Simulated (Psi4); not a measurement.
Psi4 1.11, BP86/def2-svpd: W(S)2(OH)(Me) ([CH3][W]([OH])(=[S])=[S]), 9 atoms. The geometry is a generated start, not checked to be a minimum at this level.

```yaml
task: energy
method: bp86
basis: def2-svpd
memory: 3 GB
maxiter: 100
keys_of_the_molecule_block: symmetry c1
scf_type: df (default)
e_convergence: 1e-06 (default)
d_convergence: 1e-06 (default)
dft_radial_points: 75 (default)
dft_spherical_points: 302 (default)
effective_core_potentials: those of the basis set, past Kr
basis_functions: 164
grid_points: 194452
```

```xyz
9

W      0.7199     0.4742     0.0328
S      1.9823    -0.1339    -1.6390
S      1.8326    -0.0991     1.8186
O     -0.0867     2.1048    -0.0355
H     -0.4237     3.0070    -0.1093
C     -0.7908    -1.1109    -0.0062
H     -0.3618    -2.0861    -0.2911
H     -1.5912    -0.8960    -0.7391
H     -1.2806    -1.2599     0.9688
```

Charge 0 and multiplicity 1 are set for this test and not shown to be the ground state.

With the defaults (diis_max_vecs = 10, diis = true, scf_initial_accelerator = adiis, damping_percentage = 0, soscf = false, guess = auto, which took SAD, level_shift = 0, level_shift_cutoff = 0.01) it converges in 13 SCF iterations. One run each on 2 threads, with these changes:
- diis_max_vecs = 20
- diis = false, scf_initial_accelerator = none, damping_percentage = 60
- diis_max_vecs = 3
- level_shift = 0.5, level_shift_cutoff = 0.001
- scf_initial_accelerator = ediis
- guess = huckel
- soscf = true
- scf_initial_accelerator = none
- guess = sadno

Task: Which runs fail or end elsewhere than the default run?

Result: No convergence: diis_max_vecs = 3; diis = false, scf_initial_accelerator = none, damping_percentage = 60 (the run ends without SCF convergence in 100 iterations). The rest reach the solution of the defaults.

```tsv
setting	SCF iterations	JK calls	end
soscf = true	11	37	same solution
diis_max_vecs = 20	12	13	same solution
the defaults	13	14	same solution
scf_initial_accelerator = none	13	14	same solution
level_shift = 0.5, level_shift_cutoff = 0.001	13	14	same solution
scf_initial_accelerator = ediis	13	14	same solution
guess = sadno	15	15	same solution
guess = huckel	15	48	same solution
diis_max_vecs = 3	100	101	no convergence
diis = false, scf_initial_accelerator = none, damping_percentage = 60	100	101	no convergence
```

An SOSCF iteration holds several JK calls; a Hückel guess adds calls on atoms. 1 further run of the study ended by our limits or in an error and is left out.
